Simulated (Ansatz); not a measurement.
**SnO2: energy against strain**

SnO2 (rutile, P4_2/mnm, 12.176 Å³/atom at rest, c along z) under an equal strain ε in the (001) plane with the normal axis free, as in a coherent film. PBEsol in Ansatz, a plane-wave DFT program (PAW, default set), 420 eV, 7×7×10 Γ-centred mesh, Fermi-Dirac smearing 0.05 eV; ions are relaxed within the symmetry of each cell.

Here s stands for strain and y for E less E0.

```
strain (%)  E less E0 (meV/atom)
----------  --------------------
-1.20                       3.23
-0.60                       0.79
0.00                        0.00
0.60                        0.75
1.20                        3.05
3.00                           ?
```

**Question.** Using a parabola, estimate the missing y at s = 3.00 from the other rows, showing the fit.

**Answer.** Least squares gives y = -0.010 - 0.0667·s + 2.1865·s². Residuals (row less fit): 0.011, -0.027, 0.010, 0.013, -0.009; standard error 0.025 (degrees of freedom: 2). Twice the quadratic coefficient over the volume, 2 × 2.1865 meV × 10⁴ × 0.1602 / 12.176 Å³, is twice the biaxial elastic modulus of this plane = 575 ± 5 GPa. At the withheld row, y = -0.010 - 0.0667 × 3.0 + 2.1865 × 3.0² = 19.468 meV/atom. The calculation gives 18.39 meV/atom, 1.078 meV/atom below the prediction (5.9 % of the range of y in the table). The row lies outside the fitted rows, so this is an extrapolation. From the scatter of the fitted rows alone, a prediction at this place has a standard error of 0.158 meV/atom, so the miss is 6.8 times that.

One order more, fitted to all 11 runs of the series, follows each within 0.02, so the miss is the next term of a smooth law. Rows are the converged runs of the series near zero and its far end; series whose fitted rows scatter by over a few per cent of the range, as at a crossing or softening among them, aren't shown in this form. Most that stay on the fit to the last digits aren't either.
